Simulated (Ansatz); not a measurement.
## Au, response to strain

The parent structure is Au in the fcc (Cu type) structure (space group Fm-3m, No. 225; a = 4.083 Å; relaxed with 0.1 eV smearing). Axes: x, y, z lie along the cube axes.

Strains are applied to the cell and any free atomic positions relax; under biaxial strain the out-of-plane vector relaxes too.

Method: PBEsol (Ansatz, a quantum-chemistry and plane-wave program, PAW, scalar-relativistic without spin-orbit coupling).

Notes on the quantities. energy relative to the base: free energy F.

```tsv
biaxial strain, plane normal [001], relaxed out of plane (%)	energy relative to the base (meV/atom)
-3	10.2
-2.5	6.8
-2	?
-1.5	2.3
-1	1.0
-0.5	0.2
0	0.0
```

Fit ΔE = Aε² + Bε³ (ε in %) to the rows shown and predict the withheld row.

Least squares on the printed values gives A = 0.897 and B = -0.078 meV/atom (largest residual 0.0 meV/atom); this predicts 4.2 meV/atom, and the run gives 4.2 meV/atom, in agreement.

Whether these cells are dynamically stable was not tested.
